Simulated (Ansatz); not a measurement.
## Pressure series in InSe

Start from InSe in the beta-GaS type structure (space group P6_3/mmc, No. 194; a = 4.032 Å, c = 16.764 Å; layered, stacked along the Cartesian z axis).

Cell and atoms are relaxed at each pressure.

Levels (all Ansatz, a program for electronic structure, PAW): PBE-D3(BJ) (420 eV, without spin-orbit coupling); PBEsol-D3(BJ) (420 eV, no SOC).

The base cell above is that of PBE-D3(BJ); each level relaxes its own structures.

| case | c/a ratio, PBE-D3(BJ) | c/a ratio, PBEsol-D3(BJ) |
|---|---|---|
| pressure −1 GPa | 4.260 | 4.162 |
| pressure 0.3 GPa | 4.147 | 4.120 |
| pressure 0.7 GPa | 4.133 | 4.117 |
| pressure 1.5 GPa | 4.117 | 4.111 |
| pressure 3 GPa | 4.109 | 4.116 |
| pressure 5 GPa | 4.117 | 4.134 |
| pressure 7.5 GPa | 4.140 | 4.161 |
| pressure 10 GPa | 4.169 | 4.194 |

The two levels differ by at most about 0.098. They disagree on the order of pressure 3 GPa and pressure 1.5 GPa and of 4 more pairs.

Load acts through the strain it causes; cell and atoms are relaxed under it. No phonon test of stability was made. Competing high-pressure phases were not computed.
